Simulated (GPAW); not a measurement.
Band structure of Hf₂Ge (I4/mcm, 6 atoms in the cell).

```
Hf2Ge
1.0
   -3.25803     3.25803     2.62054
    3.25803    -3.25803     2.62054
    3.25803     3.25803    -2.62054
Hf Ge
4 2
Direct
  0.34424   0.15576   0.50000
  0.65576   0.84424   0.50000
  0.15576   0.65576   0.81152
  0.84424   0.34424   0.18848
  0.25000   0.25000   0.00000
  0.75000   0.75000   0.00000
```

Level of theory: PBEsol, GPAW PAW datasets PBEsol (made by gpaw-setup) (plane waves; GPAW 25.7.0).

Settings: mode = pw; ecut = 600 eV; xc = PBEsol; kpts = 5 5 5; mesh shift (steps) = 0 0 0; occupations.name = methfessel-paxton; occupations.width = 0.1 eV; occupations.order = 0; nbands = -12; symmetry.symmorphic = false; symmetry.tolerance = 0.0005; maxiter = 120; bandpath_npoints = 40.

The starting cell comes from a database of computed structures (which also holds hypothetical and non-ambient phases and stackings), without a prior relaxation at this level. Its lattice was rescaled by a random factor within 2.5 % of one. Spin-orbit coupling is off.

Levels in eV from the Fermi level, bands 25 to 32:
| point | 25 | 26 | 27 | 28 | 29 | 30 | 31 | 32 |
|---|---|---|---|---|---|---|---|---|
| Γ | -1.26 | -1.26 | -1.08 | -0.87 | 1.94 | 1.96 | 2.12 | 2.55 |
| X | -1.40 | -1.26 | -0.77 | -0.37 | 1.31 | 1.53 | 1.76 | 2.49 |
| M | -0.92 | -0.47 | 0.08 | 0.33 | 0.42 | 0.42 | 1.62 | 1.63 |
| Z | -1.02 | -0.24 | -0.14 | 0.57 | 0.57 | 0.92 | 1.07 | 1.56 |
| P | -0.76 | -0.76 | -0.64 | -0.64 | 0.19 | 0.19 | 2.16 | 2.16 |
| N | -0.77 | -0.77 | -0.54 | -0.54 | 0.18 | 0.18 | 2.03 | 2.03 |
| Z1 | -1.02 | -0.24 | -0.14 | 0.57 | 0.57 | 0.92 | 1.07 | 1.56 |

Bands cross the Fermi level along this path, so the cell is metallic at this level.
